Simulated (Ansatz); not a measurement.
End structure of a constructed model of the (111)A surface of zinc-blende GaP, Ga-terminated, 2x2 Si adatom at T4 (bottom of the slab: 3 H on 4 bottom sites):

```
CELL_PARAMETERS angstrom
      7.78845     0.00000     0.00000
     -3.89423     6.74500     0.00000
      0.00000     0.00000    29.50000
ATOMIC_POSITIONS crystal
  P  0.00169 0.99802 0.32878
  P  0.49631 0.99815 0.32875
  P  0.00169 0.50368 0.32878
  P  0.50016 0.50008 0.31433
  Ga 0.34484 0.18988 0.35079
  Ga 0.83335 0.16667 0.35148
  Ga 0.34484 0.65496 0.35079
  Ga 0.81002 0.65501 0.35115
  P  0.33333 0.16667 0.43187
  P  0.83333 0.16667 0.43187
  P  0.33333 0.66667 0.43187
  P  0.83333 0.66667 0.43187
  Ga 0.16667 0.33333 0.45882
  Ga 0.66667 0.33333 0.45882
  Ga 0.16667 0.83333 0.45882
  Ga 0.66667 0.83333 0.45882
  P  0.16615 0.33307 0.54041
  P  0.67071 0.34099 0.53955
  P  0.15848 0.82924 0.53956
  P  0.67071 0.82972 0.53955
  Ga 0.00162 0.00363 0.56970
  Ga 0.49977 0.99988 0.55625
  Ga 0.00162 0.49799 0.56970
  Ga 0.49625 0.49812 0.56947
  P  0.99951 0.99907 0.65180
  P  0.50009 0.00004 0.63530
  P  0.99951 0.50044 0.65180
  P  0.50085 0.50042 0.65163
  Ga 0.34130 0.15876 0.67458
  Ga 0.81739 0.15869 0.67465
  Ga 0.34130 0.68255 0.67458
  Ga 0.83310 0.66655 0.68105
  H  0.99821 0.00310 0.28051
  H  0.50438 0.00219 0.28048
  H  0.99821 0.49511 0.28051
  Si 0.49983 0.99992 0.71960
```

Slab: 36 atoms, 13.3 Å thick at the start with caps and adatoms (thin: gaps and levels are the slab's own); k 3x3x1, smearing 0.025 eV, dipole-corrected; 8 atoms held, the rest relaxed; start symmetry kept, larger cells not searched; spin-polarised, ending with about 1.0 μB a cell; orders that need a larger cell were not tried, no spin-orbit, no U. It is one candidate, not shown to be the stable structure of the face.

Task: Predict the gap of the slab on its k-mesh from Ansatz (a program for electronic structure) with PBE.

Result: 0.25 eV

Task: Give the highest filled level below the top vacuum level at the level PBE.

Result: 4.23 eV
